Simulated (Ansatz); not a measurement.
The decay constant κ of evanescent states in the gap governs leakage through a thin film.

```yaml
crystal:
  lattice:
    - [2.50644, 0.00000, 0.00000]
    - [-1.25322, 2.17064, 0.00000]
    - [0.00000, 0.00000, 6.61501]
  atoms:
    - { symbol: B, position: [0.33333, 0.66667, 0.25000] }
    - { symbol: B, position: [0.66667, 0.33333, 0.75000] }
    - { symbol: N, position: [0.33333, 0.66667, 0.75000] }
    - { symbol: N, position: [0.66667, 0.33333, 0.25000] }
```

The cell was relaxed by PBE-D3(BJ); by r2SCAN it stands under a pressure of -1.3 GPa.

Transport runs along the normal of the first two printed cell vectors, the (001) plane of the conventional cell.

The gap is the functional's own. No spin-orbit coupling. Mid-gap values are those at the computed energy nearest the middle.

**Question.** Estimate the band gap and the smallest decay constant κ at mid-gap that r2SCAN (Ansatz, a quantum-chemistry and plane-wave program) returns for this system.

**Answer.** Gap 4.78 eV on a 18×18×6 mesh; κ = 0.412 1/Å, at the zone centre.
